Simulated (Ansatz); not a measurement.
MgO (P6₃mc, No. 186, 4 atoms in the cell; start mp-549706; a measured phase of this formula has another space group) was calculated with r²SCAN+rVV10 in Ansatz (PAW).

Settings: plane-wave cutoff 560 eV, 12×12×8 k mesh (along the axes of the cell as run), Fermi–Dirac smearing 0.01 eV, scalar-relativistic PAW data made under PBE.

Computed at the level's own relaxed cell.

```xyz
4
Lattice="3.2876 0.0000 0.0000 -1.6438 2.8472 0.0000 0.0000 0.0000 5.0002" Properties=species:S:1:pos:R:3 pbc="T T T"
Mg     0.0000     1.8981     0.0192
Mg     1.6438     0.9491     2.5193
O      0.0000     1.8981     2.0039
O      1.6438     0.9491     4.5040
```

List the 10 lowest band energies at Γ above −25 eV (eV, relative to the valence band maximum), grouping those that round alike.

At Γ: -17.21, -16.40, -3.28, -0.74 (×2), -0.41 (×2), 0.00, 4.17, 9.45.

A start named mp-… is a Materials Project structure, which need not be a measured phase.

Ansatz is a quantum-chemistry and plane-wave program.
